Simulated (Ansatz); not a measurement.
```yaml
crystal:
  lattice:
    - [11.00000, 0.00000, 0.00000]
    - [0.00000, 11.00000, 0.00000]
    - [0.00000, 0.00000, 5.05301]
  atoms:
    - { symbol: Ca, position: [0.50000, 0.50000, 0.00000] }
    - { symbol: S, position: [0.50000, 0.50000, 0.50000] }
```

All values below come from PBE (plane waves to 420 eV, PAW; Ansatz, an electronic-structure program). Mesh 1×1×60. No spin polarisation. Isolated but for its images some 11 Å away. A hypothetical model. Symmetry and one short period hold its shape; lower forms weren't sought. Pairing along the axis, which can open a gap, is among the distortions not tried.

Task: Tabulate the two highest filled and two lowest empty levels along the axis, from the valence top.

Result: 
| k (2π/c) | v2 (eV) | v1 (eV) | c1 (eV) | c2 (eV) |
|---|---|---|---|---|
| 0.000 | 0.00 | 0.00 | 2.60 | – |
| 0.042 | -0.01 | -0.01 | 2.61 | – |
| 0.083 | -0.02 | -0.02 | 2.63 | – |
| 0.125 | -0.04 | -0.04 | 2.67 | – |
| 0.167 | -0.07 | -0.07 | 2.72 | – |
| 0.208 | -0.11 | -0.11 | 2.79 | – |
| 0.250 | -0.14 | -0.14 | 2.85 | – |
| 0.292 | -0.18 | -0.18 | 2.93 | – |
| 0.333 | -0.21 | -0.21 | 3.00 | – |
| 0.375 | -0.23 | -0.23 | 3.07 | – |
| 0.417 | -0.26 | -0.26 | 3.13 | – |
| 0.458 | -0.27 | -0.27 | 3.16 | – |
| 0.500 | -0.27 | -0.27 | 3.18 | – |
A dash stands for levels within 1 eV of the vacuum level or above it.
